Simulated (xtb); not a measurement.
xtb 6.7.1, GFN1-xTB: Ta(NH)(OMe)2(Me) (C[O][Ta]([CH3])(=[NH])[O]C), 17 atoms. The geometry is a generated start, not checked to be a minimum at this level.

```yaml
run_flags: --grad
method: GFN1-xTB
"--acc": 1 (default)
"--etemp (K)": 300 (default)
basis_functions: 54
valence_electrons: 44
```

```xyz
17

Ta     0.0784    -0.4108     0.0066
N      0.0910    -2.1559     0.4172
H      0.1635    -3.1537     0.5643
O     -0.8451     0.0247    -1.5143
C     -1.4867     0.0180    -2.7352
H     -1.3143    -0.9348    -3.2554
H     -2.5685     0.1432    -2.5927
H     -1.1210     0.8394    -3.3683
O      1.5329     0.5131     0.6351
C      2.7844     0.8354     1.1199
H      3.2573    -0.0449     1.5753
H      3.4266     1.2036     0.3068
H      2.7071     1.6253     1.8796
C     -1.4836     0.2743     1.5526
H     -0.9868     0.6722     2.4377
H     -2.1576    -0.5204     1.8670
H     -2.0776     1.0714     1.1038
```

Charge 0 and multiplicity 1 are set for this test and not shown to be the ground state.

One run each on 1 thread. Values of broydamp tried: 0.02, 0.05, 0.1, 0.2, 0.4 (default), 0.6, 0.8, 1.

### Question
How does the count of SCC iterations change with broydamp, and where is it least?

### Answer
Fewest SCC iterations, within one of each other: 0.2 with 12, 0.4 (default) with 11. The count rises to 22 at 0.02. All converge to one solution.

```json
[
 {"broydamp": "0.02", "SCC iterations": "22", "end": "same solution"},
 {"broydamp": "0.05", "SCC iterations": "19", "end": "same solution"},
 {"broydamp": "0.1", "SCC iterations": "15", "end": "same solution"},
 {"broydamp": "0.2", "SCC iterations": "12", "end": "same solution"},
 {"broydamp": "0.4 (default)", "SCC iterations": "11", "end": "same solution"},
 {"broydamp": "0.6", "SCC iterations": "13", "end": "same solution"},
 {"broydamp": "0.8", "SCC iterations": "14", "end": "same solution"},
 {"broydamp": "1", "SCC iterations": "13", "end": "same solution"}
]
```
